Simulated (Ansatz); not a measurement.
Consider the following.

End structure of the (001) surface of zinc-blende GaAs, (2x4) mixed Ga-As dimer on a full Ga plane (bottom of the slab: anion dimers, one H a dimer):

```yaml
crystal:
  lattice:
    - [8.12558, 0.00000, 0.00000]
    - [0.00000, 16.25117, 0.00000]
    - [0.00000, 0.00000, 29.00000]
  atoms:
    - { symbol: As, position: [0.99997, 0.05523, 0.33440] }
    - { symbol: As, position: [0.99982, 0.21060, 0.32314] }
    - { symbol: As, position: [0.00012, 0.55515, 0.33439] }
    - { symbol: As, position: [0.00000, 0.71047, 0.32353] }
    - { symbol: As, position: [0.50008, 0.05519, 0.33440] }
    - { symbol: As, position: [0.49995, 0.21060, 0.32316] }
    - { symbol: As, position: [0.50028, 0.55514, 0.33438] }
    - { symbol: As, position: [0.50008, 0.71051, 0.32354] }
    - { symbol: Ga, position: [0.25007, 0.00431, 0.37742] }
    - { symbol: Ga, position: [0.24986, 0.24238, 0.37318] }
    - { symbol: Ga, position: [0.25027, 0.50440, 0.37731] }
    - { symbol: Ga, position: [0.24996, 0.74325, 0.37340] }
    - { symbol: Ga, position: [0.75007, 0.00425, 0.37748] }
    - { symbol: Ga, position: [0.74988, 0.24240, 0.37329] }
    - { symbol: Ga, position: [0.75019, 0.50428, 0.37744] }
    - { symbol: Ga, position: [0.75003, 0.74333, 0.37351] }
    - { symbol: As, position: [0.25000, 0.12500, 0.42644] }
    - { symbol: As, position: [0.25000, 0.37500, 0.42644] }
    - { symbol: As, position: [0.25000, 0.62500, 0.42644] }
    - { symbol: As, position: [0.25000, 0.87500, 0.42644] }
    - { symbol: As, position: [0.75000, 0.12500, 0.42644] }
    - { symbol: As, position: [0.75000, 0.37500, 0.42644] }
    - { symbol: As, position: [0.75000, 0.62500, 0.42644] }
    - { symbol: As, position: [0.75000, 0.87500, 0.42644] }
    - { symbol: Ga, position: [0.00000, 0.12500, 0.47597] }
    - { symbol: Ga, position: [0.00000, 0.37500, 0.47597] }
    - { symbol: Ga, position: [0.00000, 0.62500, 0.47597] }
    - { symbol: Ga, position: [0.00000, 0.87500, 0.47597] }
    - { symbol: Ga, position: [0.50000, 0.12500, 0.47597] }
    - { symbol: Ga, position: [0.50000, 0.37500, 0.47597] }
    - { symbol: Ga, position: [0.50000, 0.62500, 0.47597] }
    - { symbol: Ga, position: [0.50000, 0.87500, 0.47597] }
    - { symbol: As, position: [0.99587, 0.99989, 0.52459] }
    - { symbol: As, position: [0.99768, 0.25085, 0.52431] }
    - { symbol: As, position: [0.99867, 0.49993, 0.52926] }
    - { symbol: As, position: [0.99745, 0.74960, 0.52425] }
    - { symbol: As, position: [0.50178, 0.99987, 0.52396] }
    - { symbol: As, position: [0.50318, 0.25082, 0.52475] }
    - { symbol: As, position: [0.50042, 0.49994, 0.52920] }
    - { symbol: As, position: [0.50351, 0.74962, 0.52471] }
    - { symbol: Ga, position: [0.24960, 0.99960, 0.57085] }
    - { symbol: Ga, position: [0.24926, 0.25574, 0.57205] }
    - { symbol: Ga, position: [0.24974, 0.49951, 0.58004] }
    - { symbol: Ga, position: [0.24928, 0.74734, 0.57190] }
    - { symbol: Ga, position: [0.74725, 0.99945, 0.57441] }
    - { symbol: Ga, position: [0.75203, 0.25088, 0.57568] }
    - { symbol: Ga, position: [0.74913, 0.49941, 0.58139] }
    - { symbol: Ga, position: [0.75214, 0.75202, 0.57572] }
    - { symbol: As, position: [0.25773, 0.12671, 0.61695] }
    - { symbol: As, position: [0.24451, 0.36920, 0.63194] }
    - { symbol: As, position: [0.24359, 0.63178, 0.63058] }
    - { symbol: As, position: [0.25833, 0.87433, 0.61823] }
    - { symbol: As, position: [0.74630, 0.12250, 0.62406] }
    - { symbol: As, position: [0.75337, 0.36784, 0.63358] }
    - { symbol: As, position: [0.75365, 0.63288, 0.63233] }
    - { symbol: As, position: [0.74523, 0.87835, 0.62536] }
    - { symbol: Ga, position: [0.01218, 0.11632, 0.66741] }
    - { symbol: Ga, position: [0.00216, 0.28534, 0.66556] }
    - { symbol: Ga, position: [0.00182, 0.71505, 0.66588] }
    - { symbol: Ga, position: [0.01171, 0.88603, 0.66784] }
    - { symbol: Ga, position: [0.49274, 0.13633, 0.67532] }
    - { symbol: Ga, position: [0.49610, 0.29492, 0.66065] }
    - { symbol: Ga, position: [0.49581, 0.70401, 0.66020] }
    - { symbol: Ga, position: [0.49261, 0.86220, 0.67691] }
    - { symbol: As, position: [0.06663, 0.00122, 0.72391] }
    - { symbol: Ga, position: [0.37118, 0.99973, 0.70589] }
    - { symbol: H, position: [0.00047, 0.02612, 0.28431] }
    - { symbol: H, position: [0.00152, 0.52624, 0.28427] }
    - { symbol: H, position: [0.49948, 0.02608, 0.28432] }
    - { symbol: H, position: [0.49892, 0.52628, 0.28425] }
```

Set-up: 70 atoms, 12.5 Å thick at the start with caps and adatoms (thin: gaps and levels are the slab's own); mesh 2x1x1; 0.025 eV smearing; dipole correction on; single point; no symmetry held, on the structure that PBE left; no spin, no spin-orbit, no U. It is one candidate, not shown to be the stable structure of the face.

Estimate the gap of the slab on its k-mesh that HSE06, at the PBE geometry (Ansatz, a first-principles code) returns for this input.

1.18 eV

Estimate the highest filled level below the top vacuum level that HSE06, at the PBE geometry returns for this input.

4.89 eV
